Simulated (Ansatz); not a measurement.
Consider C in the diamond structure (space group Fd-3m, No. 227).

```xyz
2
Lattice="0.0000 1.7659 1.7659 1.7659 0.0000 1.7659 1.7659 1.7659 0.0000" Properties=species:S:1:pos:R:3 pbc="T T T"
C      0.0000     0.0000     0.0000
C      0.8829     0.8829     0.8829
```

Cartesian axes are those of the cell as printed.

Computed with LDA, PAW, 420 eV (Ansatz, a program for electronic structure; no spin-orbit coupling).

For the base:

The smallest direct gap comes out as 5.62 eV.

Now apply this change: biaxial strain +1.67 %, plane normal [111], relaxed out of plane (Cartesian); in-plane vectors clamped, the third vector and the atoms free.

What does the calculation give for the smallest direct gap after the change?

The smallest direct gap shrinks by 0.287 eV (5.62 eV → 5.34 eV).

Estimate the effect on the in-plane stress.

The mean in-plane stress (compression positive) comes out as -20.5 GPa.

Whether these cells are dynamically stable was not tested.
